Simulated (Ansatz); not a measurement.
We consider LaScO₃ (model structure, started from the R-3c-perovskite type, R-3c, No. 167, 10 atoms in the cell), described by PBEsol in Ansatz (plane waves, PAW).

Settings: plane-wave cutoff 500 eV, 10×10×10 k mesh, Fermi–Dirac smearing 0.05 eV, scalar-relativistic PAW data made under PBE.

Cell (relaxed at this level):

```
LaScO3
1.0
    2.86644     1.65494     4.57804
   -2.86644     1.65494     4.57804
    0.00000    -3.30989     4.57804
La Sc O
2 2 6
Direct
  0.25000   0.25000   0.25000
  0.75000   0.75000   0.75000
  0.00000   0.00000   0.00000
  0.50000   0.50000   0.50000
  0.84104   0.65896   0.25000
  0.25000   0.84104   0.65896
  0.65896   0.25000   0.84104
  0.15896   0.34104   0.75000
  0.75000   0.15896   0.34104
  0.34104   0.75000   0.15896
```

Task: What does this level give for the band gap?

Result: 
- band gap: 4.05 eV (on the SCF k mesh)

Note: the relaxation could raise the start's symmetry but not lower it, so the cell can be a saddle point.

Spin–orbit coupling is not included.

Static lattice: no zero-point or thermal effects.

Computing time: around 10 core-minutes (rough).

A model structure was made by putting elements into a prototype or built by hand; it is no filed structure, need not be a known phase, and can be a saddle point held by its symmetry.

Ansatz is an electronic-structure program.
